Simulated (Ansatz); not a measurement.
Data:

End structure of a constructed model of the (110) surface of bcc V, a layer of Pt in place of the second plane (bottom of the slab: a bare face, its two planes held):

```xyz
6
Lattice="2.5956 0.0000 0.0000 -0.8652 2.4472 0.0000 0.0000 0.0000 26.5000" Properties=species:S:1:pos:R:3 pbc="T T T"
V      0.8652     1.2236     8.0537
V      0.0000     0.0000    10.1730
V      0.8652     1.2236    12.2823
V      0.0000     0.0000    14.3388
Pt     0.8652     1.2236    16.5535
V      0.0000     0.0000    18.7408
```

Slab: 6 atoms, 10.4 Å thick at the start (thin: gaps and levels are the slab's own); k 15x15x1, smearing 0.1 eV, dipole-corrected; 2 atoms held, the rest relaxed; symmetry of the start imposed; no spin, no spin-orbit, no U. It is one candidate, not shown to be the stable structure of the face.

### Question
What work function of the top face does PBE run with Ansatz (a first-principles code) give?

### Answer
4.92 eV
